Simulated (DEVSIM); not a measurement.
System: Schottky contact on p-type GaSb, at 250 K.

```tsv
layer (left to right)	material	thickness (μm)	Na (cm⁻³)	τn (s)	τp (s)
1	GaSb	2.00	5.2e16	2.2e-9	2.2e-9
```

Left contact: Schottky, work function 4.346 eV, emission velocity 5.8e6 cm/s. Right contact: ohmic. Voltage is applied to the left contact. Recombination: SRH at mid-gap, Auger. Mobility is μmin + (μ − μmin)/(1 + (N/Nref)^α).

The device is made up for the run: typed textbook-type constants, with dimensions and the other settings drawn at random. Values at 300 K; Nc and Nv go as T^1.5, mobilities as T to minus their exponent, the gap by Varshni's rule with the affinity fixed.

```
parameter            GaSb
----------------  -------
gap (eV)            0.726
affinity (eV)        4.06
permittivity         15.7
Nc (cm⁻³)          2.1e17
Nv (cm⁻³)          1.8e19
μn (cm²/Vs)          5000
μp (cm²/Vs)           850
μn,min               1000
μp,min                190
Nref,n             2.8e17
Nref,p               9e17
αn                   1.05
αp                   0.65
T exponent of μn        2
T exponent of μp      1.7
Cn (cm⁶/s)          5e-30
Cp (cm⁶/s)          5e-30
Varshni α (eV/K)  0.00042
Varshni β (K)         140
```

Simulated with DEVSIM: 1D drift-diffusion, Boltzmann statistics, complete ionisation; no tunnelling, impact ionisation, image-force lowering or self-heating. Metal contacts follow the ideal Schottky-Mott rule: no Fermi-level pinning, no interface dipoles.

The metal work function was swept, all else fixed.

```json
[
 {"metal work function (eV)": "4.146", "potential step across the device at zero bias (V)": "0.539", "largest field in the device at zero bias (V/cm)": "79000", "dark forward voltage at 100 A/cm² (V)": "0.412"},
 {"metal work function (eV)": "4.196", "potential step across the device at zero bias (V)": "0.489", "largest field in the device at zero bias (V/cm)": "75000", "dark forward voltage at 100 A/cm² (V)": "0.362"},
 {"metal work function (eV)": "4.246", "potential step across the device at zero bias (V)": "0.439", "largest field in the device at zero bias (V/cm)": "70000", "dark forward voltage at 100 A/cm² (V)": "0.312"},
 {"metal work function (eV)": "4.296", "potential step across the device at zero bias (V)": "0.389", "largest field in the device at zero bias (V/cm)": "66000", "dark forward voltage at 100 A/cm² (V)": "0.262"},
 {"metal work function (eV)": "4.346", "potential step across the device at zero bias (V)": "0.339", "largest field in the device at zero bias (V/cm)": "61000", "dark forward voltage at 100 A/cm² (V)": "0.212"},
 {"metal work function (eV)": "4.396", "potential step across the device at zero bias (V)": "0.289", "largest field in the device at zero bias (V/cm)": "56000", "dark forward voltage at 100 A/cm² (V)": "0.162"},
 {"metal work function (eV)": "4.446", "potential step across the device at zero bias (V)": "0.239", "largest field in the device at zero bias (V/cm)": "51000", "dark forward voltage at 100 A/cm² (V)": "0.113"},
 {"metal work function (eV)": "4.496", "potential step across the device at zero bias (V)": "0.189", "largest field in the device at zero bias (V/cm)": "44000", "dark forward voltage at 100 A/cm² (V)": "0.064"}
]
```

From the first row to the last the potential step across the device at zero bias goes from 0.539 to 0.189. From the first row to the last the largest field in the device at zero bias goes from 79000 to 44000.
